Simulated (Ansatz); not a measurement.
AlN (P6_3mc), r2SCAN with spin-orbit coupling, rigid bands in Ansatz (a quantum-chemistry and plane-wave program): N_c = 4.42e18 cm⁻³ at 300 K and an electron conductivity mass of 0.317 mₑ along y (a = (3.11, 0.00, 0.00) Å; b = (-1.56, 2.70, 0.00) Å; c = (0.00, 0.00, 4.98) Å).

For 1e17 electrons per cm³ at 300 K, place the Fermi level, estimate the Seebeck coefficient of a parabolic band with constant τ, and give mobility and conductivity for τ = 20 fs.

The level lies k_BT ln(N_c/n) = 0.098 eV below the conduction-band minimum. S ≈ −(k_B/e)[ln(N_c/n) + 5/2] = -542 μV/K, against -539 μV/K from the full bands (mean over directions). μ = eτ/m = 111 cm²/(V·s) and σ = neμ = 1.78 S/cm. τ is assumed, not computed.

Band transport and this doping are assumed; polarons and phonon drag are left out. Geometry: cell and atoms relaxed with PBEsol.
